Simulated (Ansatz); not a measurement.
Subject: the energy of the reaction as written. Reaction: 1/2 cell B + 1/2 O2 (gas) → cell A. A negative value means that the right-hand side lies lower.

Cell A: a slab of Al (fcc, Fm-3m) cut along (111), 16 atoms, oblique cell of 5.71 × 2.86 Å (14.1 Å²), symmetry P2/m within 0.02 Å, 15.5 Å thick under 16 Å of vacuum, in-plane vectors held at the crystal's; planes from bottom to top: O | Al2 × 7 | O; added, foreign or displaced atoms, above the top plane and below the bottom plane: two times O bound to 3 Al at 1.84–1.85 Å; spin state with PBE: run without spin, k-point mesh 9×18×1.
```xyz
16
Lattice="5.7142 0.0000 0.0000 1.4286 2.4743 0.0000 0.0000 0.0000 31.4858" Properties=species:S:1:pos:R:3 pbc="T T T"
Al     0.1422    -0.0821     8.6193
Al     1.4003     0.8411    11.0983
Al     5.7205     1.6459    13.4137
Al     0.0000     0.0000    15.7429
Al     1.4223     0.8284    18.0721
Al     5.7425     1.6332    20.3875
Al    -0.1422     0.0821    22.8665
Al     2.8809    -0.0137     8.8384
Al     4.2754     0.8307    11.1081
Al     2.8636     1.6458    13.4009
Al     2.8571     0.0000    15.7429
Al     4.2792     0.8285    18.0849
Al     2.8673     1.6437    20.3777
Al     2.8334     0.0137    22.6474
O      1.4126     0.8340    23.5098
O      5.7301     1.6404     7.9760
```

Cell B: a slab of Al (fcc, Fm-3m) cut along (111), 30 atoms, hexagonal cell of 5.71 Å (28.3 Å²), symmetry P-3m1 within 0.02 Å, 15.6 Å thick under 16 Å of vacuum, in-plane vectors held at the crystal's; planes from bottom to top: O | Al4 × 7 | O; added, foreign or displaced atoms, above the top plane and below the bottom plane: two times O bound to 3 Al at 1.86 Å; spin state with PBE: run without spin, k-point mesh 9×9×1.
```yaml
crystal:
  lattice:
    - [5.71423, 0.00000, 0.00000]
    - [2.85711, 4.94866, 0.00000]
    - [0.00000, 0.00000, 31.48580]
  atoms:
    - { symbol: Al, position: [0.00491, 0.00491, 0.27647] }
    - { symbol: Al, position: [0.16667, 0.16667, 0.35301] }
    - { symbol: Al, position: [0.83289, 0.33356, 0.42568] }
    - { symbol: Al, position: [0.00000, 0.00000, 0.50000] }
    - { symbol: Al, position: [0.16667, 0.16667, 0.57385] }
    - { symbol: Al, position: [0.83550, 0.33225, 0.64742] }
    - { symbol: Al, position: [0.99509, 0.99509, 0.72353] }
    - { symbol: Al, position: [0.00491, 0.49017, 0.27647] }
    - { symbol: Al, position: [0.16450, 0.66775, 0.35258] }
    - { symbol: Al, position: [0.83333, 0.83333, 0.42615] }
    - { symbol: Al, position: [0.00000, 0.50000, 0.50000] }
    - { symbol: Al, position: [0.16711, 0.66644, 0.57432] }
    - { symbol: Al, position: [0.83333, 0.83333, 0.64699] }
    - { symbol: Al, position: [0.99509, 0.50983, 0.72353] }
    - { symbol: Al, position: [0.49017, 0.00491, 0.27647] }
    - { symbol: Al, position: [0.66775, 0.16450, 0.35258] }
    - { symbol: Al, position: [0.33356, 0.33356, 0.42568] }
    - { symbol: Al, position: [0.50000, 0.00000, 0.50000] }
    - { symbol: Al, position: [0.66644, 0.16711, 0.57432] }
    - { symbol: Al, position: [0.33225, 0.33225, 0.64742] }
    - { symbol: Al, position: [0.50983, 0.99509, 0.72353] }
    - { symbol: Al, position: [0.50000, 0.50000, 0.28206] }
    - { symbol: Al, position: [0.66775, 0.66775, 0.35258] }
    - { symbol: Al, position: [0.33356, 0.83289, 0.42568] }
    - { symbol: Al, position: [0.50000, 0.50000, 0.50000] }
    - { symbol: Al, position: [0.66644, 0.66644, 0.57432] }
    - { symbol: Al, position: [0.33225, 0.83550, 0.64742] }
    - { symbol: Al, position: [0.50000, 0.50000, 0.71794] }
    - { symbol: O, position: [0.16667, 0.16667, 0.74799] }
    - { symbol: O, position: [0.83333, 0.83333, 0.25201] }
```

Reference: an isolated O2 molecule (triplet) in a box of 11 × 11 × 13 Å.

All numbers come from Ansatz (a quantum-chemistry and plane-wave program), plane waves with PAW, its PAW set soft_1, cutoff 420 eV, 500 eV for r2SCAN. The structures are at rest with PBE, within the held lattices; other levels are single points on them. Neutral cells; Fermi-Dirac smearing of at most 0.10 eV in the solids, energies taken to zero width. The lattices are those relaxed with PBE, so at other levels the solids can be strained, which adds to the spread. Larger cells are relaxed from a start prepared with the learned potential CHGNet till forces fall under 0.03 eV/Å, which some starts already meet. A dispersion term (D3(BJ), or D4 for r2SCAN) was computed beside these levels and is taken off wherever the name lacks it. Space groups of crystals are read within 0.01 Å. Static lattices, no vibrational contributions. The structures are the rest points that the relaxations reached, not proven lowest. No correction for cell size. Cell A has symmetry P2/m within 0.02 Å and got no random move, so less symmetric positions, which may lie lower, weren't tried. Cell B has symmetry P-3m1 within 0.02 Å and got no random move, so less symmetric positions, which may lie lower, weren't tried.

### Question
What value does PBE give?

### Answer
-4.62 eV, for 1/2 cell B + 1/2 O2 (gas) → cell A.

### Question
How does the value move with the functional?

### Answer
```
Method  value (eV)  less PBE
------  ----------  --------
r2SCAN       -5.03     -0.41
```

The levels shown span 0.41 eV, from r2SCAN (-5.03) to PBE (-4.62).
